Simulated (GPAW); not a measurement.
# A self-consistent single point of Co₃Mo (Amm2, 4 atoms in the cell) with GPAW

Computed with LDA (Perdew-Wang 92), GPAW PAW datasets LDA (gpaw-data 1.0.1) (plane waves; GPAW).

Input:

```python
from ase import Atoms
from ase.units import GPa
from gpaw import GPAW, PW

atoms = Atoms(['Co', 'Co', 'Co', 'Mo'],
              cell=[[8.239250, 0.000000, 0.000000],
                    [0.000000, 1.316460, 2.273500],
                    [0.000000, -1.316460, 2.273500]],
              scaled_positions=[[0.000000, 0.667040, 0.667040],
                                [0.764020, 0.332980, 0.332980],
                                [0.235980, 0.332980, 0.332980],
                                [0.500000, 0.667000, 0.667000]],
              pbc=True)

calc = GPAW(mode=PW(850),
            xc='LDA',
            kpts={'size': (4, 12, 12), 'gamma': True},
            occupations={'name': 'methfessel-paxton', 'width': 0.136, 'order': 0},
            nbands=-8,
            convergence={'density': 1e-05, 'energy': 1e-05},
            symmetry={'symmorphic': False, 'tolerance': 0.0005},
            maxiter=150)

atoms.calc = calc

energy = atoms.get_potential_energy()
print('Energy (eV):', round(energy, 6))
forces = atoms.get_forces()
print('Forces (eV/Ang):')
print(forces.round(5))
stress = atoms.get_stress()
print('Stress (GPa, Voigt):', (stress / GPa).round(4))
```

Output, abridged:

```
Input parameters:
  convergence: {density: 1e-05,
                energy: 1e-05}
  kpts: {gamma: True,
         size: (4, 12, 12)}
  maxiter: 150
  mode: {ecut: 850.0,
         name: pw}
  nbands: -8
  occupations: {name: methfessel-paxton,
                order: 0,
                width: 0.136}
  symmetry: {symmorphic: False,
             tolerance: 0.0005}

species:
  Co:
    name: Cobalt
    Z: 27.0
    valence: 9
    core: 18
    charge: 0.0
    file: Co.LDA.gz

    # Using partial waves for Co as LCAO basis

  Mo:
    name: Molybdenum
    Z: 42.0
    valence: 14
    core: 28
    charge: 0.0
    file: Mo.LDA.gz

    # Using partial waves for Mo as LCAO basis

Reference energy: -223534.613150  # eV

Spin-paired calculation

Convergence criteria:
 Maximum [total energy] change in last 3 cyles: 1e-05 eV / valence electron
 Maximum integral of absolute [dens]ity change: 1e-05 electrons / valence electron
 Maximum integral of absolute [eigenst]ate change: 4e-08 eV^2 / valence electron
 Maximum number of scf [iter]ations: 150

Symmetries present (total): 4
Symmetries with fractional translations: 0
576 k-points: 4 x 12 x 12 Monkhorst-Pack grid + [1/8,1/24,1/24]
129 k-points in the irreducible part of the Brillouin zone
       k-points in crystal coordinates                weights
   0:     0.00000000   -0.00000000   -0.00000000          1/576
   1:     0.00000000    0.08333333   -0.08333333          2/576
   2:     0.00000000    0.08333333   -0.00000000          4/576
   [... 7 lines left out ...]
          ...
 128:     0.50000000    0.50000000    0.50000000          1/576

Wave functions: Plane wave expansion
  Cutoff energy: 850.000 eV
  Number of coefficients (min, max): 2754, 2823
  Pulay-stress correction: 0.000000 eV/Ang^3 (de/decut=0.000000)

Occupation numbers: Methfessel-Paxton:
  width: 0.1360  # eV
  order: 0

Eigensolver

Densities:
  Coarse grid: 56*18*18 grid
  Fine grid: 112*36*36 grid
  Total Charge: 0.000000

Density mixing:
  Method: separate
  Backend: pulay
  Linear mixing parameter: 0.05
  old densities: 5
  Damping of long wavelength oscillations: 50

Hamiltonian:
  XC and Coulomb potentials evaluated on a 112*36*36 grid
  External potential:
    NoExternalPotential

Number of atoms: 4
Number of atomic orbitals: 40
Number of bands in calculation: 28
Number of valence electrons: 41
Bands to converge: occupied

Density initialized from atomic densities
  28 bands from LCAO basis set

Atomic positions and initial magnetic moments

Positions:
   0 Co     0.000000    0.000000    3.033031    ( 0.0000,  0.0000,  0.0000)
   1 Co     6.294952   -0.000000    1.514060    ( 0.0000,  0.0000,  0.0000)
   2 Co     1.944298   -0.000000    1.514060    ( 0.0000,  0.0000,  0.0000)
   3 Mo     4.119625    0.000000    3.032849    ( 0.0000,  0.0000,  0.0000)

Unit cell:
           periodic     x           y           z      points  spacing
  1. axis:    yes    8.239250    0.000000    0.000000    56     0.1471
  2. axis:    yes    0.000000    1.316460    2.273500    18     0.1266
  3. axis:    yes    0.000000   -1.316460    2.273500    18     0.1266

  Lengths:   8.239250   2.627141   2.627141
  Angles:   60.145590  90.000000  90.000000

Effective grid spacing dv^(1/3) = 0.1396

     iter     time        total  log10-change:
                         energy   eigst   dens
iter:   1 --:--:--   -42.824584
iter:   2 --:--:--   -41.415023   -0.10  -1.34
iter:   3 --:--:--   -40.615720   -1.03  -1.29
iter:   4 --:--:--   -40.423438   -1.79  -1.43
iter:   5 --:--:--   -40.038778   -0.64  -1.45
iter:   6 --:--:--   -39.858379   -1.50  -1.67
   [... 5 lines left out ...]
iter:  12 --:--:--   -39.687882   -3.03  -2.26
iter:  13 --:--:--   -39.674612   -2.72  -2.31
iter:  14 --:--:--   -39.676143   -3.93  -2.68
iter:  15 --:--:--   -39.673701   -3.22  -2.61
iter:  16 --:--:--   -39.673417   -3.65  -3.01
iter:  17 --:--:--   -39.673464c  -4.36  -3.52
iter:  18 --:--:--   -39.673451c  -4.98  -3.56
iter:  19 --:--:--   -39.673416c  -5.66  -3.61
iter:  20 --:--:--   -39.673410c  -5.70  -3.72
iter:  21 --:--:--   -39.673408c  -5.61  -3.82
iter:  22 --:--:--   -39.673409c  -6.30  -3.93
iter:  23 --:--:--   -39.673405c  -5.75  -3.95
iter:  24 --:--:--   -39.673404c  -6.32  -4.30
iter:  25 --:--:--   -39.673403c  -6.63  -4.29
iter:  26 --:--:--   -39.673402c  -6.70  -4.31
iter:  27 --:--:--   -39.673402c  -7.15  -4.42
iter:  28 --:--:--   -39.673402c  -7.42c -4.37
iter:  29 --:--:--   -39.673404c  -7.68c -4.41
iter:  30 --:--:--   -39.673409c  -7.55c -4.35
iter:  31 --:--:--   -39.673409c  -8.34c -4.65
iter:  32 --:--:--   -39.673408c  -7.18  -4.68
iter:  33 --:--:--   -39.673407c  -7.68c -4.90
iter:  34 --:--:--   -39.673407c  -8.09c -4.93
iter:  35 --:--:--   -39.673407c  -8.58c -5.24c

Converged after 35 iterations.

Dipole moment: (-0.000000, 0.000000, 1.636302) |e|*Ang

Energy contributions relative to reference atoms: (reference = -223534.613150)

Kinetic:         -3.979539
Potential:       +0.781848
External:        +0.000000
XC:             -35.968052
Entropy (-ST):   -0.081242
Local:           -0.467044
SIC:             +0.000000
--------------------------
Free energy:    -39.714028
Extrapolated:   -39.673407

Showing only first 2 kpts
 Kpt  Band  Eigenvalues  Occupancy
  0    18      9.69307    2.00000
  0    19      9.75289    2.00000
  0    20      9.79212    2.00000
  0    21     10.67042    0.83969

  1    18      9.50208    2.00000
  1    19      9.68619    2.00000
  1    20      9.89671    2.00000
  1    21     10.15545    2.00000

Fermi level: 10.65096

No gap
No difference between direct/indirect transitions
Energy (eV): -39.673407

Forces in eV/Ang:
  0 Co    0.00000    0.00000   -0.00660
  1 Co   -0.25836    0.00000    0.00514
  2 Co    0.25836    0.00000    0.00514
  3 Mo    0.00000    0.00000   -0.00367

Stress tensor:
     0.158724     0.000000     0.000000
     0.000000     0.137855     0.000000
     0.000000     0.000000     0.136228
Stress (GPa, Voigt): [25.4304 22.0868 21.8261  0.      0.      0.    ]
```

The run converged in 35 iterations. GPAW prints stress with tension positive.

The starting cell comes from a database of computed structures (which also holds hypothetical and non-ambient phases and stackings), without a prior relaxation at this level. Spin polarisation is off. With a pressure of about -23 GPa the cell is away from its equilibrium volume at this level.

Cost on one core of a shared machine: roughly 8 min.
